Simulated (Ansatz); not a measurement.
## How far PBE and PBEsol part for hypothetical CsCl type SiGe, isotropic strain +1.79 %

Take SiGe in the CsCl type structure (space group Pm-3m, No. 221; a = 3.245 Å; a hypothetical phase, not in the database extracts checked; relaxed with 0.1 eV smearing) as the base.

(Cell as relaxed with PBE.)

Levels (all Ansatz, an electronic-structure program, PAW): PBE (420 eV, no spin-orbit coupling); PBEsol (420 eV, without spin-orbit coupling).

Each level relaxes its own structure.

```csv
base,PBE,PBEsol
volume per atom,17.08 Å³,16.39 Å³
lattice parameter a,3.245 Å,3.200 Å
band gap,zero,zero
```

The change: an isotropic linear strain of +1.79 %; the atoms relax in the strained cell.

```csv
quantity,PBE,PBEsol
energy relative to the base (free energy F),+11 meV/atom,+12 meV/atom
pressure,-3.5 GPa,-4.0 GPa
band gap,zero,zero
```

PBE's energy relative to the base lies 1.2 meV/atom below PBEsol's; PBE's pressure lies 0.5 GPa above PBEsol's; the two agree on the band gap. Neither level is exact; PBEsol is the comparison here, not a measurement.

Whether these cells are dynamically stable was not tested. All final runs are without spin polarisation.
